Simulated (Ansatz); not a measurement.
Functionals compared on the (111) surface of fcc Ag in its 1x1 cell, outermost plane spacing 2.40 Å in the ideal cut, in Ansatz (plane waves, PAW). The structure was relaxed with PBE; the other rows are single points on it, each with its references at the same level. Cutoff 420 eV (500 eV for r2SCAN).

Slab: 5 atoms, 9.6 Å thick at the start (thin: gaps and levels are the slab's own); k 15x15x1, smearing 0.1 eV, dipole-corrected; all atoms relaxed; start symmetry kept, larger cells not searched; no spin, no spin-orbit, no U. These notes are the PBE run's.

```tsv
functional	surface energy (J/m²)	work function of the top face (eV)	rough cost of the single point
PBE	0.72	4.46	–
LDA	1.15	4.88	very roughly 17 core-seconds
PBEsol	0.99	4.59	roughly 15 core-seconds
RPBE	0.52	4.26	about 19 core-seconds (a rough figure)
r2SCAN	(withheld)	(withheld)	around 40 core-seconds (rough)
```

Fill in the missing entries.


- r2SCAN, surface energy (J/m²): 0.90
- r2SCAN, work function of the top face (eV): 4.43

Ansatz is a program for electronic structure.
